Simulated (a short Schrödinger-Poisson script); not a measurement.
Structure: single In0.2Ga0.8As/GaAs quantum well.

```
layer      material  thickness (nm)
-----  ------------  --------------
1              GaAs              20
2      In0.2Ga0.8As              12
3              GaAs              20
```

The device is made up for the run: typed textbook-type constants, with dimensions and the other settings drawn at random. In0.2Ga0.8As: direct gap (eV) 1.224, conduction-band edge (eV) 0, electron mass (mₑ) 0.059, heavy-hole mass 0.37, light-hole mass 0.08. GaAs: direct gap (eV) 1.424, conduction-band edge (eV) 0.13, electron mass (mₑ) 0.067, heavy-hole mass 0.377, light-hole mass 0.09.

The valence-band edge of each layer lies one gap below its conduction-band edge. The electron's potential energy rises along the stack by the applied field. Mesh 0.03 nm at interfaces.

Q: Estimate e1 and hh1 for infinitely high walls at zero field, and compare with the finite well.

A: ħ²π²/(2mL²) gives 44.3 meV for the electron and 7.1 meV for the heavy hole. The finite well gives 22.4 and 4.8 meV, 0.51 and 0.69 of the estimates, as the states reach into the barriers (5 % of e1 lies outside the well).

Solved with a short Schrödinger-Poisson script written for these runs: one-band effective-mass equation with BenDaniel-Duke matching, electrons, heavy and light holes apart, hard walls at the outer ends, one valence edge for both holes (no strain splitting), no charge, excitons, band mixing or non-parabolicity; under a field the levels are quasi-bound states of a box, listed while three quarters of their weight lies within 4 nm of the wells.
